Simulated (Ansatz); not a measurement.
Start from NaCl in the rock salt structure (space group Fm-3m, No. 225; a = 5.608 Å). Axes: x, y, z lie along the cube axes.

All numbers come from Ansatz (a quantum-chemistry and plane-wave program), r2SCAN, PAW, cutoff 500 eV, no spin-orbit coupling.

For the base:

The gap character is direct at Γ.

Modification: the symmetric strain tensor [-0.0050 0.0079 0.0011; 0.0079 -0.0009 0.0100; 0.0011 0.0100 -0.0004], atoms relaxed at fixed cell.

### Question
Estimate the effect on the energy relative to the base.

### Answer
The energy increases by 0.7 meV/atom.

### Question
Predict the new gap character.

### Answer
The gap character is still direct at Γ.

### Question
Estimate the effect on the stress.

### Answer
The stress (xx, yy, zz, yz, xz, xy; compression positive) is (0.32, 0.13, 0.10, -0.27, -0.04, -0.22) GPa.

Stability against distortions was not tested. Labels are those of the standard path for the cell's own space group.
